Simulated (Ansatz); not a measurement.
## Effect of x(N) = 0.667, 6 atoms, P3m1 on GaAs

Start from GaAs in the zinc blende structure (space group F-43m, No. 216; a = 5.746 Å).

The other end (x = 1) is GaN in the zinc blende structure (space group F-43m, No. 216): 11.77 Å³/atom, gap 1.54 eV; this end may not be an ambient phase.

Now apply this change: N replaces 66.7 % of the As, ordered in a cell of 6 atoms (starting symmetry P3m1) and fully relaxed.

Computed with PBE (Ansatz, an electronic-structure program; PAW; 420 eV plane waves; scalar-relativistic without spin-orbit coupling), earlier PAW set. Settings: 15×15×6 k-points, 0.05 eV Fermi–Dirac smearing, for the changed cell.

The volume per atom drops by 8.446 Å³ (23.71 Å³ → 15.27 Å³) and the shortest interatomic distance shrinks by 0.532 Å, from 2.488 Å to 1.956 Å. The band gap becomes zero (base: 0.16 eV) and the mixing energy is +0.31 eV/atom (to 0.01 eV only: unlike meshes or grids). The mean first-shell distances comes out as As–Ga 2.389 Å (end compound 2.488 Å), N–Ga 2.052 Å (end compound 1.970 Å).

These are small ordered cells, not random alloys; other orderings at the same x differ. Stability against distortions was not tested. All final runs are without spin polarisation. This is not the structure that GaN has at room temperature and ambient pressure. A zero or small gap of Ga3AsN2 and GaAs can be the functional's error rather than a property of the material.
